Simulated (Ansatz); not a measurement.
Output of an Ansatz run (abridged):

```
WARN the atoms were moved onto the symmetric positions of the space group found under crystal.symmetry.tolerance 1.0e-5 (fractional …
WARN basis.ecutwfc = 420 eV, the default
WARN ansatz: RAYON_NUM_THREADS=1 ignored (pool sized by the plan → 1); use --threads N
Pseudopotentials: kind: paw
Pseudopotential: Ga, paw, valence charge 13
Crystal: 4 atoms, lattice volume = 75.396 Å³
Basis set: ecut = 420 eV, 1425 PW (Γ), exchange–correlation on 48×48×144 points (8 copies of the dense FFT grid, shifted against one another)
Bands: 32, of which v1, the nominal top of the filled ones, is band 26 counted from 1 (25 counted from 0)
Symmetry: 24 space group operations
Space group: P63/mmc (ITA 194), of the structure as read, at distance tolerance 4.2e-5 Å
k-points: 63 of 676
PAW frozen core: Ga, regenerated for the run's functional, and the local potential with it
Initial density: superposition of atomic densities (neutral atoms: chi_scale 0, normalization atom), corrected by the library's trained network
Initial wavefunctions: pseudopotential atomic-orbital guess
Eigensolver: davidson
Functional: x = pbesol(κ = 0.804, μ = 0.12345679012345678), c = pbesol(β = 0.046)
SCF iter   1: F=—  HF=-14972.673367 eV  |F-HF|=—  |Δ(HF+E_count)|=         —  Δρ=1.47e-3  dr2=2.07e-3  ethr=1.77e-3  ⟨swp⟩=5.9  Hψ=7904  notcnv=0
all-band conjugate gradients solve this SCF's bands
preconditioner: auto → Resta (q_TF=auto, 2.564 Å⁻¹)
SCF iter   2: F=—  HF=-14972.670084 eV  |F-HF|=—  |Δ(HF+E_count)|=   3.28e-3  Δρ=7.49e-4  dr2=5.31e-4  ethr=3.99e-6  ⟨swp⟩=2.0  Hψ=3826  notcnv=0  defer=3
SCF iter   3: F=—  HF=-14972.669984 eV  |F-HF|=—  |Δ(HF+E_count)|=   9.98e-5  Δρ=2.78e-4  dr2=5.35e-5  ethr=1.02e-6  ⟨swp⟩=2.6  Hψ=3559  notcnv=0  defer=3
SCF iter   4: F=—  HF=-14972.669981 eV  |F-HF|=—  |Δ(HF+E_count)|=   2.84e-6  Δρ=1.07e-4  dr2=6.64e-6  ethr=1.03e-7  ⟨swp⟩=2.0  Hψ=3417  notcnv=0  defer=3
SCF iter   5: F=—  HF=-14972.669974 eV  |F-HF|=—  |Δ(HF+E_count)|=   7.28e-6  Δρ=5.95e-5  dr2=1.12e-6  ethr=1.28e-8  ⟨swp⟩=2.0  Hψ=3566  notcnv=0  defer=3
SCF iter   6: F=—  HF=-14972.669973 eV  |F-HF|=—  |Δ(HF+E_count)|=   4.21e-7  Δρ=3.83e-5  dr2=5.04e-7  ethr=2.16e-9  ⟨swp⟩=2.0  Hψ=3188  notcnv=0  defer=3
SCF iter   7: F=—  HF=-14972.669973 eV  |F-HF|=—  |Δ(HF+E_count)|=   3.30e-7  Δρ=1.86e-5  dr2=1.27e-7  ethr=9.69e-10  ⟨swp⟩=2.0  Hψ=3188  notcnv=0  defer=3
SCF iter   8: F=-14972.669973 eV  HF=-14972.669973 eV  |F-HF|=1.80e-9  |Δ(HF+E_count)|=   1.02e-7  Δρ=2.12e-6  dr2=1.49e-9  ethr=1.92e-10  ⟨swp⟩=7.0  Hψ=8357  notcnv=0
SCF 1 converged in 8 iterations: F = -14972.669973 eV  dr2 = 1.49e-9
SCF converged after 8 iterations
Free energy (F): -14972.669973 eV
Harris-Foulkes:  -14972.669973 eV  (|F-HF|=1.80e-9)
Internal energy: -14972.668853 eV  (E = F + TS)
E sigma→0 (E₀):  -14972.669413 eV
Entropy (-TS):   -0.001120 eV (-0.280 meV/atom)
Fermi energy:    9.563041 eV
--- Per-component energies (eV) ---
  E_band       = -145.990526
  E_kinetic    = 458.559940
  E_local      = -7129.917144  (includes V_loc(G=0)·N_el)
  E_nonlocal   = 1693.234460
  E_hartree    = 3343.540041
  E_xc         = -275.336744
  E_vxc        = -233.102493  (∫ρ·V_xc dr)
  E_paw        = -7784.320828  (= ΣΔE_a)
  E_vpaw       = -1621.849060  (= ΣTr[D̂ρ^β])
  E_aug_tail   = -0.000405  (compensation charges beyond the density's cutoff)
  E_ewald      = -5281.880083
  E_core_change = 3.451911  (= ΣΔE_core)
  E_smearing   = -0.001120  (= −TS)
  E_closure    = 0.000000  (closes the sum)
  Σ components = -14972.669973   (vs F -14972.669973, Δ=0.00e0)
--- Forces (eV/Å), atoms counted from 1 ---
  atom   1  Ga     0.00000000    -0.00000000    -0.00000000
   [... zero for the other atoms too ...]
  max |Σ_I F_I| component: 6.48e-17 eV/Å
--- Stress (GPa, compression-positive) ---
       -3.196115       0.000000       0.000000
        0.000000      -3.196115       0.000000
        0.000000       0.000000      -2.910921
  P = ⅓ Tr σ = -3.1011 GPa (-31.011 kbar)
  The stress holds the Pulay correction. Without it, at fixed plane waves, as pw.x and ABINIT print it: P = -3.1401 GPa
--- Band table (eV; the first three rows and the last of 63) ---
  k-point 0: bands = ["-5.3461", "-5.3053", "-5.2787", "-5.2787", "-5.2782", "-5.2626", "-5.2626", "-5.2569", "-5.2442", "-5.2442", "-5.2249", "-5.2249", "-5.1775", "-5.1775", "-5.1110", "-5.1110", "-5.1075", "-5.1075", "-5.0429", "-5.0429", [...]
  k-point 1: bands = ["-5.3418", "-5.3148", "-5.2748", "-5.2748", "-5.2714", "-5.2610", "-5.2610", "-5.2582", "-5.2472", "-5.2472", "-5.2323", "-5.2323", "-5.1686", "-5.1686", "-5.1310", "-5.1310", "-5.0858", "-5.0858", "-5.0485", "-5.0485", [...]
  k-point 2: bands = ["-5.3302", "-5.3302", "-5.2656", "-5.2656", "-5.2656", "-5.2656", "-5.2629", "-5.2629", "-5.2442", "-5.2442", "-5.2442", "-5.2442", "-5.1509", "-5.1509", "-5.1509", "-5.1509", "-5.0640", "-5.0640", "-5.0640", "-5.0640", [...]
  k-point 62: bands = ["-5.3536", "-5.3536", "-5.2940", "-5.2940", "-5.2487", "-5.2487", "-5.2370", "-5.2370", "-5.1966", "-5.1966", "-5.1692", "-5.1692", "-5.1381", "-5.1381", "-5.1208", "-5.1208", "-5.0630", "-5.0630", "-5.0350", "-5.0350", [...]
```

The structure:

```xyz
4
Lattice="3.0022 0.0000 0.0000 -1.5011 2.5999 0.0000 0.0000 0.0000 9.6594" Properties=species:S:1:pos:R:3 pbc="T T T"
Ga     0.0000     0.0000     0.0000
Ga     0.0000     0.0000     4.8297
Ga     0.0000     1.7333     2.4149
Ga     1.5011     0.8666     7.2446
```

Q: Write an input that gives this output.

A: Other spellings and defaults could give the same log, and not every line can be read from it. The input that was run (DFT, PBEsol, plane waves, default PAW files made with PBE):

Ansatz 0.2 input:
```yaml
crystal:
  lattice:
    - [3.002154, 0.000000, 0.000000]
    - [-1.501077, 2.599941, 0.000000]
    - [0.000000, 0.000000, 9.659448]
  atoms:
    - { symbol: Ga, position: [0.000000, 0.000000, 0.000000] }
    - { symbol: Ga, position: [0.000000, 0.000000, 0.500000] }
    - { symbol: Ga, position: [0.333333, 0.666667, 0.250000] }
    - { symbol: Ga, position: [0.666667, 0.333333, 0.750000] }
kpoints:
  mp_grid:
    grid: [13, 13, 4]
hamiltonian:
  xc: pbesol
  pseudopotentials:
    kind: paw
scf:
  occupations:
    method: gaussian
    width: 0.05
output:
  forces: true
  eigenvalues: true
  stress: true
```

The starting cell was generated: these elements placed on a structure prototype, without a prior relaxation; it need not be a known phase or ordering of this composition. Its lattice was rescaled by a random factor within 2.5 % of one. With a pressure of about -3 GPa the cell is away from its equilibrium volume at this level. Ansatz's pressure includes its estimate of the finite-basis (Pulay) stress.

Ansatz is a quantum-chemistry and plane-wave program.
